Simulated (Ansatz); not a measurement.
Consider Mg-vacancy pair (Mg on one host Hf site, one Hf site vacant) in monoclinic HfO2, charge state -6. Calculation: PBE, PAW (plane waves to 420 eV; Ansatz, an electronic-structure program).

Cell of 96 host sites held at the relaxed PBE lattice; the Γ point alone; Fermi-Dirac width 0.01 eV, spin-restricted; finite-size errors left in. Static, classical nuclei. Spin-orbit coupling is left out. The charge state is imposed; whether it is stable for some Fermi level was not computed. Forms of the defect that were not tried may lie lower. The start lies 0.064 eV above the lowest site run (PBE).

Barriers: single points on a 2×2×2 k-point mesh shifted by half a step at the bands' geometries.

Relaxed starting cell (atoms counted from 1):

```
Hf30MgO64
1.0
   10.32305     0.00000     0.00000
    0.00000    10.42402     0.00000
   -1.79660     0.00000    10.55307
Mg Hf O
1 30 64
Cartesian
  0.73173   2.31727   3.48813
 -0.11115   2.33636   9.06195
  0.83204   7.63591   3.73049
 -0.08951   7.57322   9.02250
  5.95877   2.39382   3.70346
  5.04787   2.35501   9.00835
  5.94150   7.60681   3.73003
  5.02023   7.61434   9.02642
  3.34511   2.68199   1.57650
  2.54169   2.81200   6.79256
  3.42062   8.10170   1.55725
  2.56433   8.08934   6.82321
  8.76144   2.76921   1.55948
  7.74178   2.83592   6.82407
  8.63369   8.04709   1.53464
  7.74611   8.05526   6.82249
  2.99501   4.92419   4.16904
  2.10194   4.94298   9.49815
  2.97714  10.26797   4.13633
  2.03354  10.22829   9.50927
  8.20838   4.95223   4.15759
  7.26816   4.99405   9.46944
  8.26236  10.23043   4.17540
  7.42060  10.20348   9.55360
  0.34918   0.28844   6.33622
  1.23982   5.41335   1.13314
  0.36249   5.41126   6.34917
  6.40974   0.21295   1.07727
  5.51771   0.22525   6.36622
  6.35448   5.39544   1.11376
  5.49028   5.45087   6.36893
 -0.36192   0.82209   4.43998
 -1.27103   0.81847   9.43603
 -0.37405   6.04666   4.44617
 -1.30600   6.08189   9.72466
  4.80206   0.88331   4.48316
  3.85779   0.86702   9.72467
  4.73123   6.11769   4.48347
  3.81271   6.09637   9.74867
  4.64182   4.28551   0.80374
  3.81232   4.30025   6.08312
  4.67036   9.56511   0.82330
  3.81660   9.50437   6.07575
  9.75283   4.46139   0.83294
  8.89781   4.39931   6.13056
  9.67820   9.49404   0.79070
  8.91302   9.58365   6.12797
  4.26557   3.52073   3.45575
  3.31945   3.48285   8.71038
  4.32126   8.78322   3.42328
  3.30992   8.71901   8.70776
  9.29545   3.45865   3.48461
  8.44462   3.47772   8.75610
  9.35161   8.63074   3.49953
  8.47515   8.61697   8.73549
  0.07798   1.90596   1.63333
 -0.81211   1.84607   7.01170
  0.06398   6.95809   1.83237
 -0.82923   6.96169   7.05956
  5.20962   1.71440   1.83024
  4.30406   1.71897   7.09950
  5.17750   6.92480   1.83836
  4.27797   6.92218   7.11568
  1.47589   3.88855   5.22166
  0.45309   3.87858  10.45593
  1.41157   9.09022   5.20666
  0.66685   8.93026  10.37308
  6.60389   3.86964   5.16855
  5.66914   3.87730  10.38658
  6.62270   9.09066   5.16105
  5.55302   9.04852  10.43037
  3.00292   1.44622  -0.02528
  2.02963   1.25034   5.51596
  2.81533   6.48531   0.15760
  1.93873   6.58312   5.40535
  7.96922   1.32673   0.08404
  7.12174   1.35397   5.39217
  7.95009   6.55112   0.12028
  7.06706   6.57748   5.42252
  2.54996   1.35906   2.89881
  1.45121   1.27333   8.00724
  2.38849   6.44654   2.77820
  1.48217   6.46537   8.04660
  7.54454   1.24740   2.74448
  6.62464   1.28783   8.00250
  7.50955   6.44848   2.77732
  6.62212   6.48317   8.04620
  1.90191   3.98641   2.52235
  0.97724   3.95557   7.82478
  1.96867   9.04227   2.67727
  0.97010   9.18162   7.78540
  6.96082   3.96713   2.53100
  6.13776   3.96967   7.78202
  7.06186   9.15822   2.51675
  6.15859   9.15473   7.79458
```
Cell charge -6.

End state 1 differs by these moves (Å; atoms that move under 0.08 Å are left out):

| atom | element | Δx | Δy | Δz |
|---|---|---|---|---|
| 1 | Mg | 0.50 | -2.16 | -2.37 |
| 13 | Hf | 0.16 | -0.05 | 0.09 |
| 24 | Hf | -0.08 | 0.00 | -0.06 |
| 32 | O | -0.05 | -0.08 | 0.02 |
| 33 | O | 0.01 | -0.07 | 0.06 |
| 46 | O | 0.09 | 0.03 | 0.01 |
| 50 | O | -0.08 | -0.04 | 0.01 |
| 56 | O | 0.10 | -0.13 | -0.18 |
| 64 | O | 0.05 | 0.10 | 0.10 |
| 67 | O | -0.10 | 0.10 | 0.05 |
| 71 | O | 0.08 | 0.01 | -0.01 |
| 72 | O | -0.12 | -0.08 | 0.04 |
| 80 | O | 0.10 | -0.20 | -0.24 |
| 88 | O | 0.10 | 0.09 | -0.05 |
| 90 | O | -0.10 | 0.07 | -0.12 |
| 92 | O | -0.07 | 0.03 | 0.02 |

Task: Predict the forward and backward barriers to end state 1 from PBE, PAW.

Result: forward 0.89 eV, backward 0.96 eV; at the saddle point atom 1 has neighbours O at 1.86, 2 O at 1.93 Å. The saddle point's order was not checked.
